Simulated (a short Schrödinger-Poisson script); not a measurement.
## Gated Al0.2Ga0.8As/GaAs modulation-doped gas

Structure: gated Al0.2Ga0.8As/GaAs modulation-doped gas, at 300 K.

```tsv
layer	material	thickness (nm)	Nd (cm⁻³)	Na (cm⁻³)
1	Al0.2Ga0.8As	30	-	-
2	Al0.2Ga0.8As	10	7.3e17	-
3	Al0.2Ga0.8As	2	-	-
4	GaAs	6000	-	1e14
```

Constants are typed, rounded textbook-type inputs, not results; the design itself was drawn at random and stands for no fabricated device. Al0.2Ga0.8As: permittivity 12.33, conduction-band edge (eV) 0.158, gap (eV) 1.673, electron mass (mₑ) 0.0836, Nv at 300 K (cm⁻³) 9e18. GaAs: permittivity 12.9, conduction-band edge (eV) 0, gap (eV) 1.424, Nv at 300 K (cm⁻³) 9e18.

Channel valleys (confinement mass, in-plane density-of-states mass, number): Γ 0.067, 0.067, 1. At the gate the conduction-band edge of layer 1 lies 0.91 eV − eVg above the Fermi level of the channel; the field vanishes at the back. Donor level 0.02 eV below the band edge. The barrier under the gate holds no holes. Gaps are held at their typed values at every temperature. Mesh 0.08 nm at interfaces.

Solved with a short Schrödinger-Poisson script written for these runs: 1D Poisson equation in equilibrium, electrons quantum, Hartree plus LDA exchange-correlation (BenDaniel-Duke, 40 states a valley, the channel's in-plane mass for all, wave functions free to enter the barrier), parabolic valleys, classical holes, donors ionised by Fermi statistics, acceptors fully, no traps, pinning or gate leakage.

```csv
Vg (V),electrons (cm⁻²),in the channel layer,C (μF/cm²),Γ E0 (meV),Γ E1 (meV)
0.5,2.00e11,1.97e11,0.191,52.7,75.9
0.45,1.45e11,1.43e11,0.175,64.1,84.5
0.4,9.48e10,9.38e10,0.153,78.7,96.1
0.35,5.22e10,5.18e10,0.122,98.3,112.7
0.3,2.13e10,2.12e10,0.0776,125.8,137.4
0.25,5.51e9,5.49e9,0.0309,163.9,173.9
0.2,9.73e8,9.69e8,0.00881,210.3,219.5
0.15,1.51e8,1.51e8,0.00413,259.2,268.2
0.1,2.31e7,2.30e7,0.00346,308.4,317.2
0.05,3.53e6,3.52e6,0.00345,357.7,366.3
```

Gate voltages with under 1e6 electrons/cm² are left out.

Subbands count from the Fermi level.
